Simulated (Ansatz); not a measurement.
Hf2N (P4₂/mnm, No. 136, 6 atoms in the cell; start mp-864647) was calculated with PBEsol (Ansatz, a first-principles code, PAW).

Run with plane-wave cutoff 520 eV, 10×10×18 k mesh (along the axes of the cell as run), Fermi–Dirac smearing 0.05 eV, scalar-relativistic PAW data made under PBE.

Cell (relaxed at this level):

```
CELL_PARAMETERS angstrom
      5.29553     0.00000     0.00000
      0.00000     5.29553     0.00000
      0.00000     0.00000     3.22690
ATOMIC_POSITIONS crystal
  Hf 0.29543 0.29543 0.00000
  Hf 0.70457 0.70457 0.00000
  Hf 0.20457 0.79543 0.50000
  Hf 0.79543 0.20457 0.50000
  N  0.00000 0.00000 0.00000
  N  0.50000 0.50000 0.50000
```

Question: Give the computed bulk modulus.

Answer: 
bulk modulus: 205 GPa

The run finds no gap.

Note: the bulk modulus is −V dP/dV from two relaxed cells at ±2 % in volume; the relaxation could not lower the start's symmetry, so the cell can be a saddle point above a distorted one.

Spin–orbit coupling is not included; it can open a gap where bands touch, and shift volumes and moduli.

Computed values are for the static lattice.

The result took roughly 8 core-minutes.

A start named mp-… is a Materials Project structure, which need not be a measured phase.
